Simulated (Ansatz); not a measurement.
Worked example: self-consistent single point of InAs (Fm-3m, 2 atoms in the cell) in Ansatz (a quantum-chemistry and plane-wave program).

Method: LDA (PW92), harder PAW files (source: ansatz) made with PBE (plane waves; Ansatz).

```xyz
2
Lattice="0.0000 2.8917 2.8917 2.8917 0.0000 2.8917 2.8917 2.8917 0.0000" Properties=species:S:1:pos:R:3 pbc="T T T"
In     2.8917     2.8917     2.8917
As     0.0000     0.0000     0.0000
```

Reference input (self-consistent single point, DFT, LDA (PW92), plane waves, default PAW files made with PBE): basis.ecutwfc = 420 eV; kpoints.mp_grid.grid = 10 10 10; hamiltonian.xc = lda; hamiltonian.pseudopotentials = {kind: paw} (the program's default PAW files); scf.occupations.method = gaussian; scf.occupations.width = 0.1 eV. This run's input differs from it in these lines:

Ansatz 0.2 input:
```diff
@@ -10,3 +10,3 @@
 basis:
-  ecutwfc: 420.0
+  ecutwfc: 1065.0
 kpoints:
@@ -15,3 +15,3 @@
   xc: lda
-  pseudopotentials: { kind: paw }
+  pseudopotentials: { kind: paw, source: ansatz }
 scf:
```

Output (repeated stretches shortened):

```
SCF iter   1: F=—  HF=-13600.330589 eV  |F-HF|=—  |Δ(HF+E_count)|=         —  Δρ=2.70e-2  dr2=2.11e-1  ethr=3.10e-3  ⟨swp⟩=4.5  Hψ=4010  notcnv=0
all-band conjugate gradients solve this SCF's bands
preconditioner: auto → Kerker (q_TF=auto, 2.597 Å⁻¹)
SCF iter   2: F=—  HF=-13600.260862 eV  |F-HF|=—  |Δ(HF+E_count)|=   6.97e-2  Δρ=1.29e-2  dr2=5.55e-2  ethr=5.86e-4  ⟨swp⟩=3.0  Hψ=2147  notcnv=0
   [... lines left out ...]
SCF iter   5: F=—  HF=-13600.234756 eV  |F-HF|=—  |Δ(HF+E_count)|=   9.19e-5  Δρ=5.85e-4  dr2=9.55e-5  ethr=9.27e-7  ⟨swp⟩=2.0  Hψ=1692  notcnv=0
SCF iter   6: F=—  HF=-13600.234876 eV  |F-HF|=—  |Δ(HF+E_count)|=   1.19e-4  Δρ=2.10e-4  dr2=1.27e-5  ethr=2.65e-7  ⟨swp⟩=2.8  Hψ=1852  notcnv=0
SCF iter   7: F=—  HF=-13600.234877 eV  |F-HF|=—  |Δ(HF+E_count)|=   1.07e-6  Δρ=3.53e-5  dr2=7.70e-7  ethr=3.53e-8  ⟨swp⟩=2.7  Hψ=1806  notcnv=0
SCF iter   8: F=-13600.234876 eV  HF=-13600.234876 eV  |F-HF|=6.22e-9  |Δ(HF+E_count)|=   1.58e-7  Δρ=4.65e-6  dr2=1.50e-8  ethr=2.78e-10  ⟨swp⟩=5.6  Hψ=4576  notcnv=0
SCF 1 converged in 8 iterations: F = -13600.234876 eV  dr2 = 1.50e-8
Free energy (F): -13600.234876 eV
Internal energy: -13600.231580 eV  (E = F + TS)
E sigma→0 (E₀):  -13600.233228 eV
Entropy (-TS):   -0.003296 eV (-1.648 meV/atom)
Fermi energy:    10.267565 eV
--- Forces (eV/Å), atoms counted from 1 ---
  atom   1  In     0.00000000    -0.00000000    -0.00000000
  atom   2  As    -0.00000000     0.00000000    -0.00000000
--- Stress (GPa, compression-positive) ---
       -5.958872      -0.000000       0.000000
       -0.000000      -5.958872      -0.000000
        0.000000       0.000000      -5.958872
  P = ⅓ Tr σ = -5.9589 GPa (-59.589 kbar)
  The stress holds the Pulay correction. Without it, at fixed plane waves, as pw.x and ABINIT print it: P = -5.9604 GPa
```

The run converged in 8 iterations. Against the reference run the pressure moves little (-5.97 to -5.96 GPa).

The starting cell comes from a database of computed structures (which also holds hypothetical and non-ambient phases and stackings), without a prior relaxation at this level. Its lattice was rescaled by up to half a per cent. Ansatz's pressure includes its estimate of the finite-basis (Pulay) stress. The run gives no clean gap (levels at the Fermi energy touch, overlap or are partly filled at this smearing), which alone does not show that the compound is a metal.
